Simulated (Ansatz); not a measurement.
The parent structure is Co in the hcp (Mg type) structure (space group P6_3/mmc, No. 194; ferromagnetic; relaxed with 0.1 eV smearing).

```
CELL_PARAMETERS angstrom
      2.45626     0.00000     0.00000
     -1.22813     2.12718     0.00000
      0.00000     0.00000     3.97213
ATOMIC_POSITIONS crystal
  Co 0.33333 0.66667 0.75000
  Co 0.66667 0.33333 0.25000
```

Cartesian axes are those of the cell as printed.

Level of theory: PBEsol in Ansatz (plane waves to 420 eV, PAW, no spin-orbit coupling).

For the base:

| Property | Result |
|---|---|
| Shortest interatomic distance | 2.440 Å |
| Magnetic state | ferromagnetic |

One thing is altered: the cell is compressed by 2.00 % along y with no lateral relaxation; the atoms relax in the strained cell.

What happens to the stress?

The stress (xx, yy, zz, yz, xz, xy; compression positive) comes out as (4.2, 8.9, 2.7, 0.0, 0.0, 0.0) GPa.

Estimate the effect on the energy relative to the base.

The energy increases by 5.6 meV/atom.

Predict the new shortest interatomic distance.

The shortest interatomic distance falls by 0.0209 Å, from 2.440 Å to 2.420 Å.

What happens to the magnetic state?

The magnetic state stays ferromagnetic.

The magnetic state is the one reached from the starting moments; the real material's order can differ, and small cells can't hold many antiferromagnetic ones. Whether these cells are dynamically stable was not tested.

Ansatz is an electronic-structure program.
